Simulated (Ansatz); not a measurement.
Evanescent states of NaF (Fm-3m, rock salt, 2 atoms a cell, 11.9 Å³ an atom) along the normal of (001)

Calculation: r2SCAN (plane waves, PAW; Ansatz, a first-principles code).

The gap is the functional's own. No spin-orbit coupling. Mid-gap values are interpolated on the energy grid.

Energies count from the valence-band top; κ is the least over a 10×10 mesh across the current.

| E (eV) | κ (1/Å) | where |
|---|---|---|
| 0.17 | 0.211 | Γ |
| 0.49 | 0.342 | Γ |
| 0.82 | 0.417 | Γ |
| 1.16 | 0.468 | Γ |
| 1.49 | 0.503 | Γ |
| 1.81 | ___ | Γ |
| 2.15 | ___ | Γ |
| 2.48 | ___ | Γ |
| 2.81 | ___ | Γ |
| 3.13 | ___ | Γ |
| 3.46 | ___ | Γ |
| 3.79 | ___ | Γ |
| 4.12 | ___ | Γ |
| 4.46 | ___ | Γ |
| 4.79 | ___ | Γ |
| 5.12 | ___ | Γ |
| 5.45 | ___ | Γ |
| 5.78 | 0.442 | Γ |
| 6.11 | 0.402 | Γ |
| 6.43 | 0.353 | Γ |
| 6.76 | 0.289 | Γ |
| 7.09 | 0.198 | Γ |

**Question.** Complete the blanks.

**Answer.** 
- 1.81, κ (1/Å): 0.529
- 2.15, κ (1/Å): 0.548
- 2.48, κ (1/Å): 0.560
- 2.81, κ (1/Å): 0.568
- 3.13, κ (1/Å): 0.570
- 3.46, κ (1/Å): 0.569
- 3.79, κ (1/Å): 0.564
- 4.12, κ (1/Å): 0.554
- 4.46, κ (1/Å): 0.541
- 4.79, κ (1/Å): 0.524
- 5.12, κ (1/Å): 0.502
- 5.45, κ (1/Å): 0.475
